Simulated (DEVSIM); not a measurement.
Structure: abrupt Si p-n junction, at 300 K.

Layer 1 from the left is Si, thickness (μm) 40.0, Na (cm⁻³) 3e16, τn (s) 8.6e-7, τp (s) 8.6e-7. Layer 2 from the left is Si, thickness (μm) 3.20, Nd (cm⁻³) 2.6e14, τn (s) 8.6e-7, τp (s) 8.6e-7.

Left contact: ohmic. Right contact: ohmic. Voltage is applied to the left contact. Recombination: SRH at mid-gap. Mobility is μmin + (μ − μmin)/(1 + (N/Nref)^α).

This is a model device: material constants are rounded textbook-type values typed into the input, and sizes, dopings and lifetimes were drawn at random. Values at 300 K.

Si: gap (eV) 1.124, affinity (eV) 4.05, permittivity 11.7, Nc (cm⁻³) 2.86e19, Nv (cm⁻³) 3.1e19, μn (cm²/Vs) 1417, μp (cm²/Vs) 470, μn,min 52, μp,min 45, Nref,n 9.7e16, Nref,p 2.2e17, αn 0.68, αp 0.72.

Simulated with DEVSIM: 1D drift-diffusion, Boltzmann statistics, complete ionisation; no tunnelling, impact ionisation, image-force lowering or self-heating.

**Question.** What does the simulation give for the dark forward voltage at 1 A/cm², the largest field in the device at zero bias, the dark forward voltage at 100 A/cm², the potential step across the device at zero bias?

**Answer.** dark forward voltage at 1 A/cm² 0.516 V; largest field in the device at zero bias 11000 V/cm; dark forward voltage at 100 A/cm² 0.884 V; potential step across the device at zero bias 0.644 V.
